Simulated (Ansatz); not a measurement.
Start from CaF2 in the fluorite structure (space group Fm-3m, No. 225; a = 5.4205 Å). Axes: x, y, z lie along the cube axes.

The values are results of PBEsol, PAW, 420 eV (Ansatz, a quantum-chemistry and plane-wave program; without spin-orbit coupling), not measurements.

Base values:

| Quantity | Result |
|---|---|
| Pressure | 0.00 GPa |
| Shortest interatomic distance | 2.347 Å |

It is then changed as follows: strain tensor (xx, yy, zz, yz, xz, xy) = (−0.72, −0.90, +0.34, +0.46, −0.79, +0.24) %, atoms relaxed at fixed cell.

Question: What does the calculation give for the energy relative to the base, pressure and shortest interatomic distance after the change?

Answer: The energy grows by 1.6 meV/atom; the pressure (mean of the normal stresses, compression positive) goes from zero to 1.17 GPa; the shortest interatomic distance decreases by 0.026 Å, from 2.347 Å to 2.321 Å.

Whether these cells are dynamically stable was not tested. The base started in Pca2_1 and relaxed to Fm-3m at this level.
